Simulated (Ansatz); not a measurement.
Ansatz (a first-principles code) run on TiSiIr (Pnma, 12 atoms in the cell): self-consistent single point.

Computed with PBEsol, default PAW files made with PBE (plane waves; Ansatz).

```
CELL_PARAMETERS angstrom
      6.26124     0.00000     0.00000
      0.00000     3.85646     0.00000
      0.00000     0.00000     7.20685
ATOMIC_POSITIONS crystal
  Ti 0.02309 0.25000 0.18003
  Ti 0.97691 0.75000 0.81997
  Ti 0.47691 0.75000 0.68003
  Ti 0.52309 0.25000 0.31997
  Si 0.77261 0.25000 0.62345
  Si 0.22739 0.75000 0.37655
  Si 0.72739 0.75000 0.12345
  Si 0.27261 0.25000 0.87655
  Ir 0.15637 0.25000 0.56223
  Ir 0.84363 0.75000 0.43777
  Ir 0.34363 0.75000 0.06223
  Ir 0.65637 0.25000 0.93777
```

Reference input (self-consistent single point, DFT, PBEsol, plane waves, default PAW files made with PBE): kpoints.mp_grid.grid = 4 7 4; hamiltonian.xc = pbesol; hamiltonian.pseudopotentials = {kind: paw} (the program's default PAW files); scf.occupations.method = cold; scf.occupations.width = 0.272 eV. This run's input differs from it in these lines:

Ansatz 0.2 input:
```diff
@@ -20,3 +20,3 @@
 kpoints:
-  mp_grid: { grid: [4, 7, 4] }
+  mp_grid: { grid: [5, 7, 4] }
 hamiltonian:
@@ -25,3 +25,3 @@
 scf:
-  occupations: { method: cold, width: 0.272 eV }
+  occupations: { method: cold, width: 0.1 eV }
 output:
```

Output (repeated stretches shortened):

```
SCF iter   1: F=—  HF=-59590.213086 eV  |F-HF|=—  |Δ(HF+E_count)|=         —  Δρ=5.67e-3  dr2=2.90e-2  ethr=1.77e-3  ⟨swp⟩=5.7  Hψ=9927  notcnv=0
all-band conjugate gradients solve this SCF's bands
preconditioner: auto → Kerker (q_TF=auto, 2.605 Å⁻¹)
SCF iter   2: F=—  HF=-59590.209105 eV  |F-HF|=—  |Δ(HF+E_count)|=   3.98e-3  S|Δr|=    0.00e0  Δρ=2.89e-3  dr2=9.10e-3  ethr=2.20e-5  ⟨swp⟩=2.3  Hψ=4928  notcnv=0  defer=1
   [... lines left out ...]
SCF iter   5: F=—  HF=-59590.207033 eV  |F-HF|=—  |Δ(HF+E_count)|=   1.02e-4  S|Δr|=    0.00e0  Δρ=4.42e-5  dr2=3.53e-6  ethr=3.34e-8  ⟨swp⟩=2.0  Hψ=3743  notcnv=0  defer=1
SCF iter   6: F=—  HF=-59590.207033 eV  |F-HF|=—  |Δ(HF+E_count)|=   5.24e-7  S|Δr|=    0.00e0  Δρ=9.98e-6  dr2=3.11e-7  ethr=2.68e-9  ⟨swp⟩=2.0  Hψ=3708  notcnv=0  defer=1
SCF iter   7: F=-59590.207033 eV  HF=-59590.207033 eV  |F-HF|=1.63e-8  |Δ(HF+E_count)|=   5.52e-8  S|Δr|=    0.00e0  Δρ=3.43e-6  dr2=2.07e-8  ethr=7.58e-11  ⟨swp⟩=8.8  Hψ=10528  notcnv=0
SCF 1 converged in 7 iterations: F = -59590.207033 eV  dr2 = 2.07e-8
Stability not checked (fill_not_monotonic)
Free energy (F): -59590.207033 eV
Internal energy: -59590.209673 eV  (E = F + TS)
E sigma→0 (E₀):  -59590.207913 eV
Entropy (-TS):   0.002640 eV (0.220 meV/atom)
Fermi energy:    16.980229 eV
--- Forces (eV/Å), atoms counted from 1 ---
  atom   1  Ti    -0.02853266     0.00000000     0.01051076
  atom   2  Ti     0.02853266    -0.00000000    -0.01051076
  atom   3  Ti     0.02853266     0.00000000     0.01051076
  atom   4  Ti    -0.02853266     0.00000000    -0.01051076
   [... lines left out ...]
  atom  12  Ir    -0.07059529    -0.00000000     0.08171996
--- Stress (GPa, compression-positive) ---
       -3.730472       0.000000       0.000000
        0.000000      -3.350239       0.000000
        0.000000       0.000000      -3.006258
  P = ⅓ Tr σ = -3.3623 GPa (-33.623 kbar)
  The stress holds the Pulay correction. Without it, at fixed plane waves, as pw.x and ABINIT print it: P = -3.4022 GPa
```

The run converged in 7 iterations. Against the reference run the free energy rises by 1.6 meV/atom, the pressure moves little (-3.31 to -3.36 GPa) and the largest force goes from 0.130 to 0.108 eV/Å.

The starting cell comes from a database of computed structures (which also holds hypothetical and non-ambient phases and stackings), without a prior relaxation at this level. Spin polarisation is off. With a pressure of about -3 GPa the cell is away from its equilibrium volume at this level. Ansatz's pressure includes its estimate of the finite-basis (Pulay) stress.

Cost on one core of a shared machine: roughly 30 s.
